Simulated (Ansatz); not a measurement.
An Ansatz (a program for electronic structure) run: SrTiO3 with a change (O → S); Kohn–Sham DFT with the PBEsol functional, run in Ansatz with PAW and 420 eV plane waves, spin-orbit coupling left out.

Input:

Ansatz 0.2 input:
```yaml
crystal:
  lattice:
    - [-3.221177175, 3.221177175, 4.9275346088]
    - [3.221177175, -3.221177175, 4.9275346088]
    - [3.221177175, 3.221177175, -4.9275346088]
  atoms:
    - { symbol: Sr, position: [0.75, 0.25, 0.5] }
    - { symbol: Sr, position: [0.25, 0.75, 0.5] }
    - { symbol: Ti, position: [0, 0, 0] }
    - { symbol: Ti, position: [0.5, 0.5, 0] }
    - { symbol: S, position: [0.8205223508, 0.3205223508, 0.1410447017] }
    - { symbol: S, position: [0.1794776492, 0.6794776492, 0.8589552983] }
    - { symbol: S, position: [0.3205223508, 0.1794776492, 0.5] }
    - { symbol: S, position: [0.6794776492, 0.8205223508, 0.5] }
    - { symbol: S, position: [0.75, 0.75, 0] }
    - { symbol: S, position: [0.25, 0.25, 0] }
basis: { ecutwfc: 420, ecutrho_ratio: 4, xc_grid: 2, fft_grid_basis: typed }
kpoints: { mp_grid: { grid: [10, 10, 10] } }
hamiltonian:
  xc: pbesol
  dispersion: none
  pseudopotentials: { kind: paw }
scf: { occupations: { method: fermi_dirac, width: 0.05 }, convergence: { dr2_threshold: 0.000000001 } }
output: { forces: true, stress: true }
checkpoint: { write: state.ck, write_every: 1000 }
```

Output (explanatory and most iteration lines left out):

```
Pseudopotential: Sr, paw, valence charge 10
Pseudopotential: Ti, paw, valence charge 12
Pseudopotential: S, paw, valence charge 6
Crystal: 10 atoms, lattice volume = 204.512 Å³
Basis set: ecut = 420 eV, 3969 PW (Γ), exchange–correlation on 90×90×90 points (8 copies of the dense FFT grid, shifted against one another)
Bands: 50, of which v1, the nominal top of the filled ones, is band 40 counted from 1 (39 counted from 0)
Symmetry: 16 space group operations
Space group: I4/mcm (ITA 140), of the structure as read, at distance tolerance 5.9e-5 Å
k-points: 102 of 1000
Functional: x = pbesol(κ = 0.804, μ = 0.12345679012345678), c = pbesol(β = 0.046)
SCF iter   1: F=—  HF=-17258.118457 eV  |F-HF|=—  |Δ(HF+E_count)|=         —  Δρ=6.29e-3  dr2=1.34e-1  ethr=1.77e-3  ⟨swp⟩=10.0  Hψ=25654  notcnv=0
SCF iter   2: F=—  HF=-17258.103978 eV  |F-HF|=—  |Δ(HF+E_count)|=   1.45e-2  Δρ=3.46e-3  dr2=4.09e-2  ethr=1.68e-4  ⟨swp⟩=2.0  Hψ=6703  notcnv=0  defer=119
SCF 1 converged in 9 iterations: F = -17258.096663 eV  dr2 = 2.20e-10
SCF converged after 9 iterations
Free energy (F): -17258.096663 eV
Internal energy: -17258.093581 eV  (E = F + TS)
E sigma→0 (E₀):  -17258.095122 eV
Entropy (-TS):   -0.003082 eV (-0.308 meV/atom)
Fermi energy:    8.407408 eV
--- Forces (eV/Å), atoms counted from 1 ---
  atom   1  Sr    -0.00000000    -0.00000000     0.00000000
  atom   2  Sr    -0.00000000    -0.00000000     0.00000000
  atom   3  Ti     0.00000000    -0.00000000     0.00000000
  atom   4  Ti     0.00000000     0.00000000     0.00000000
  atom   5  S     -0.00083935    -0.00083935     0.00000000
  atom   6  S      0.00083935     0.00083935     0.00000000
  atom   7  S      0.00083935    -0.00083935     0.00000000
  atom   8  S     -0.00083935     0.00083935     0.00000000
  atom   9  S     -0.00000000    -0.00000000     0.00000000
  atom  10  S     -0.00000000    -0.00000000     0.00000000
--- Stress (GPa, compression-positive) ---
       -0.009342       0.000000       0.000000
        0.000000      -0.009342       0.000000
        0.000000       0.000000      -0.001129
  P = ⅓ Tr σ = -0.0066 GPa (-0.066 kbar)
```

Whether these cells are dynamically stable was not tested. The final runs are not spin-polarised. The cell was made from SrTiO3 by this change: O → S; the result is a hypothetical phase, not in the database extracts checked.
